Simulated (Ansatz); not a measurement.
Functionals compared on a constructed model of the (0001) surface of 4H silicon carbide, Si-terminated, (√3x√3)R30° Au adatom at H3 (bottom of the slab: 3 H on 3 bottom sites), in Ansatz (plane waves, PAW). The structure was relaxed with PBE; the other rows are single points on it. Cutoff 420 eV (500 eV for r2SCAN).

Slab: 28 atoms, 11.2 Å thick at the start with caps and adatoms (thin: gaps and levels are the slab's own); k 6x6x1, smearing 0.025 eV, dipole-corrected; 6 atoms held, the rest relaxed; held to the start's symmetry, so lower structures may exist; no spin (no spin-polarised run to compare, though such a face may carry moments), no spin-orbit, no U. The slab shows no gap on its mesh. In PBE it is, or lies within 0.01 eV a 1x1 cell of, the lowest of the 2 structures of its composition computed so far; subsurface sites and larger cells were not tried. These notes are the PBE run's.

```json
[
 {"functional": "PBE", "work function of the top face (eV)": "4.56", "rough cost of the single point": "–"},
 {"functional": "r2SCAN", "work function of the top face (eV)": "…", "rough cost of the single point": "very roughly 120 core-seconds"}
]
```

Q: Fill in the missing entries.

A: 
- r2SCAN, work function of the top face (eV): 4.57

Ansatz is a program for electronic structure.
